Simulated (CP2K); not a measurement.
A self-consistent single point of TlGeCl3 (P1, 5 atoms in the cell) with CP2K.

Method: PBEsol, GPW, DZVP-MOLOPT-SR-GTH basis, GTH-PBE potentials (GTH_POTENTIALS) (CP2K).

```yaml
crystal:
  lattice:
    - [5.32810, 0.00000, 0.00000]
    - [0.07793, 5.32753, 0.00000]
    - [-0.07187, -0.07083, 5.32097]
  atoms:
    - { symbol: Tl, position: [0.00368, 0.98841, 0.99433] }
    - { symbol: Ge, position: [0.46994, 0.49135, 0.52852] }
    - { symbol: Cl, position: [0.02873, 0.50162, 0.51493] }
    - { symbol: Cl, position: [0.49439, 0.01460, 0.51712] }
    - { symbol: Cl, position: [0.49295, 0.49371, 0.00923] }
```

Reference input (self-consistent single point, DFT PBEsol, GPW, DZVP-MOLOPT-SR-GTH basis, GTH-PBE potentials (GTH_POTENTIALS)): CUTOFF = 500 Ry; REL_CUTOFF = 40 Ry; KPOINTS/SCHEME = MONKHORST-PACK 4 4 4; GAMMA_CENTERED = T; XC_FUNCTIONAL = PBE:PBESOL; Tl/BASIS_SET = DZVP-MOLOPT-SR-GTH; Tl/POTENTIAL = GTH-PBE-q13; Ge/BASIS_SET = DZVP-MOLOPT-SR-GTH; Ge/POTENTIAL = GTH-PBE-q4; Cl/BASIS_SET = DZVP-MOLOPT-SR-GTH; Cl/POTENTIAL = GTH-PBE-q7; METHOD = GPW. This run's input differs from it in these lines:

```diff
@@ -35,3 +35,3 @@
     &KPOINTS
-      SCHEME MONKHORST-PACK 4 4 4
+      SCHEME MONKHORST-PACK 6 6 6
       GAMMA_CENTERED T
```

The program printed (abridged):

```
 SCF WAVEFUNCTION OPTIMIZATION

  Step     Update method      Time    Convergence         Total energy    Change
     1 NoMix/Diag. 0.30E+00      -     0.48766178       -98.5307574248 -9.85E+01
     2 Broy./Diag. 0.30E+00      -     0.07345151       -97.9253847661  6.05E-01
     3 Broy./Diag. 0.30E+00      -     0.06609002       -98.5459918755 -6.21E-01
     4 Broy./Diag. 0.30E+00      -     0.01496862       -98.7344572666 -1.88E-01
     5 Broy./Diag. 0.30E+00      -     0.00576598       -98.6352614276  9.92E-02
     6 Broy./Diag. 0.30E+00      -     0.00092001       -98.6783438364 -4.31E-02
   [... 2 lines left out ...]
     9 Broy./Diag. 0.30E+00      -     0.00005591       -98.6823710867  1.03E-03
    10 Broy./Diag. 0.30E+00      -     0.00001276       -98.6822843421  8.67E-05
    11 Broy./Diag. 0.30E+00      -     0.00000552       -98.6822267283  5.76E-05
    12 Broy./Diag. 0.30E+00      -     0.00000085       -98.6822517255 -2.50E-05
  *** SCF run converged in    12 steps ***

  Overlap energy of the core charge distribution:               0.00000000037163
  Self energy of the core charge distribution:               -196.17970361059693
  Core Hamiltonian energy:                                     50.43859689617469
  Hartree energy:                                              63.25758771803479
  Exchange-correlation energy:                                -16.19873272950365

  Total energy:                                               -98.68225172551948

                     Mulliken Population Analysis

 #  Atom  Element  Kind  Atomic population                           Net charge
       1     Tl       1         12.590871                              0.409129
       2     Ge       2          3.414670                              0.585330
   [... lines left out ...]

 STRESS| Analytical stress tensor [bar]
 STRESS|                        x                   y                   z
 STRESS|      x       -6.38140427315E+03  -2.37249620184E+02  -1.09984595105E+02
 STRESS|      y       -2.37249620184E+02  -1.55749032170E+04   8.13699561336E+02
 STRESS|      z       -1.09984595105E+02   8.13699561336E+02  -1.53732936288E+04
 STRESS| 1/3 Trace                                            -1.24432003730E+04
```

The run converged in 12 iterations. Against the reference run the free energy drops by 6.0 meV/atom, the pressure goes from -1.12 to -1.24 GPa, the largest force moves little (0.318 to 0.326 eV/Å) and the gap on the mesh hardly changes (1.061 to 1.066 eV).

The starting cell comes from a database of computed structures (which also holds hypothetical and non-ambient phases and stackings), without a prior relaxation at this level. Its atoms were displaced at random from the sites of space group no. 8. Spin-orbit coupling is off. Values carry the incompleteness of an atom-centred basis. The potentials were made for another functional than the one used.
